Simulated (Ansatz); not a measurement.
**Point defect Ge vacancy + 1 H in germanium**

Method: PBE, PAW (plane waves to 420 eV; Ansatz, an electronic-structure program). Set-up: 64-site cell; 2×2×2 shifted k-points; start: the Ge site; 1 H on the vacancy's neighbours; the functional closes the host's gap; not converged in cell size; relaxed from one start, so a lower configuration may exist.

Neighbours after relaxation, in Å: of the emptied site: H 1.08, Ge 2.15, Ge 2.15, Ge 2.16, Ge 2.65; of the H atom: Ge 1.56, Ge 2.75, Ge 2.75, Ge 2.75, Ge 3.29, Ge 3.29, Ge 3.29.

Formation energies E_f are those of the neutral cell. Chemical conditions: host crystal and elements as references (Δμ(Ge) = 0.00 eV, Δμ(H) = 0.00 eV; H taken from its element, since no compound that bounds it was computed at this level; only phases computed here count, gases as isolated molecules at 0 K). Reference phases: Ge: germanium, H: H2 molecule in a box.

The name describes the start; the neighbours show where the atoms ended.

```
charge  moment (μB)  largest move off a lattice site (Å)  E_f, host crystal and elements as references (eV)
------  -----------  -----------------------------------  -------------------------------------------------
0†         quenched                                 0.35                                               1.96
```

† Not settled in this cell, so no level is given: charge 0: a level filled in part.

Starting moments that weren't kept: charge 0 began with 1 μB and ended with 0.0.
